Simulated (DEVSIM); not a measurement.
Device: Al/SiO2/n-Si capacitor, at 300 K.

Layer 1 from the left is SiO2, thickness (nm) 16.0. Layer 2 from the left is Si, thickness (nm) 910, Nd (cm⁻³) 4e17.

Metal gate on the left, work function 4.1 eV. Fixed charge at the semiconductor interface -1.1e11 cm⁻² (in units of +e); no interface traps.

This is a model device: material constants are rounded textbook-type values typed into the input, and sizes, dopings and lifetimes were drawn at random. Values at 300 K.

SiO2: gap (eV) 9, affinity (eV) 0.9, permittivity 3.9. Si: gap (eV) 1.124, affinity (eV) 4.05, permittivity 11.7, Nc (cm⁻³) 2.86e19, Nv (cm⁻³) 3.1e19.

Model (solved in DEVSIM): 1D Poisson equation in equilibrium, Boltzmann statistics, complete ionisation; no quantum confinement or tunnelling. Metal contacts follow the ideal Schottky-Mott rule: no Fermi-level pinning, no interface dipoles.

**Question.** What does the simulation give for the flat-band voltage, the minimum of the low-frequency capacitance?

**Answer.** flat-band voltage 0.02 V; minimum of the low-frequency capacitance 0.107 μF/cm².
